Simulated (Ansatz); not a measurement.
Consider Ti in the hcp (Mg type) structure (space group P6_3/mmc, No. 194; a = 2.9398 Å, c = 4.6540 Å; relaxed with 0.1 eV smearing).

Structures relaxed with PBE (Ansatz, a program for electronic structure; PAW; 420 eV plane waves; no spin-orbit coupling).

Base:

Simulated powder pattern, Mo Kα, λ = 0.71073 Å (kinematic, ideal powder, no thermal factors, no anomalous dispersion; the 10 strongest lines at most, above 2 %, up to 2θ = 40°):

| 2θ (°) | I/Imax (%) | hkl |
|---|---|---|
| 16.05 | 24 | (100) |
| 17.57 | 25 | (002) |
| 18.31 | 100 | (101) |
| 23.88 | 15 | (102) |
| 27.98 | 17 | (110) |
| 31.12 | 18 | (103) |
| 32.42 | 2.6 | (200) |
| 33.23 | 19 | (112) |
| 33.65 | 14 | (201) |
| 37.11 | 3.2 | (202) |

After one change:

Simulated powder pattern, Mo Kα, λ = 0.71073 Å (kinematic, ideal powder, no thermal factors, no anomalous dispersion; the 10 strongest lines at most, above 2 %, up to 2θ = 40°):

```json
[
 {"2θ (°)": "16.29", "I/Imax (%)": "24"},
 {"2θ (°)": "17.84", "I/Imax (%)": "25"},
 {"2θ (°)": "18.59", "I/Imax (%)": "100"},
 {"2θ (°)": "24.25", "I/Imax (%)": "15"},
 {"2θ (°)": "28.42", "I/Imax (%)": "17"},
 {"2θ (°)": "31.61", "I/Imax (%)": "18"},
 {"2θ (°)": "32.93", "I/Imax (%)": "2.6"},
 {"2θ (°)": "33.75", "I/Imax (%)": "19"},
 {"2θ (°)": "34.17", "I/Imax (%)": "13"},
 {"2θ (°)": "37.69", "I/Imax (%)": "3.1"}
]
```

Question: Which of these changes matches the shifts?
A. isotropic strain +1.00 %
B. isotropic strain −2.00 %
C. isotropic strain −1.50 %
D. isotropic strain +2.50 %

Answer: C, isotropic strain −1.50 %. Its volume per atom is 16.64 Å³ against 17.42 Å³, and its space group is P6_3/mmc (No. 194).

Stability against distortions was not tested. All final runs are without spin polarisation.
